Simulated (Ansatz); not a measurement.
The starting structures come from a database of crystals and need not be the phases stable at ambient conditions.

By PBEsol, the system below comes out a metal.

```
CELL_PARAMETERS angstrom
      4.80530     0.00000     0.00000
      0.00000     6.79572     0.00000
      0.00000     3.39786     3.46721
ATOMIC_POSITIONS crystal
  Ir 0.00000 0.50000 0.00000
  Ir 0.50000 0.00000 0.50000
  Ir 0.00000 0.00000 0.00000
  Ir 0.50000 0.50000 0.50000
  O  0.65013 0.84987 0.00000
  O  0.34987 0.15013 0.00000
  O  0.15013 0.65013 0.50000
  O  0.84987 0.34987 0.50000
  O  0.34987 0.34987 0.30026
  O  0.65013 0.65013 0.69974
  O  0.84987 0.15013 0.19974
  O  0.15013 0.84987 0.80026
```

Space group of this cell: P2_1/c. The cell is strained (lengths across the current scaled by 0.98, ions clamped); by PBEsol its mean pressure is 5.4 GPa.

The current flows along the normal of the first two printed cell vectors. No spin-orbit coupling; the value is a mean over 0.1 eV about the Fermi level.

Q: Give the ballistic conductance per area that PBEsol (Ansatz, an electronic-structure program) yields.

A: 0.86 × 10¹⁵ S/m² for both spins.
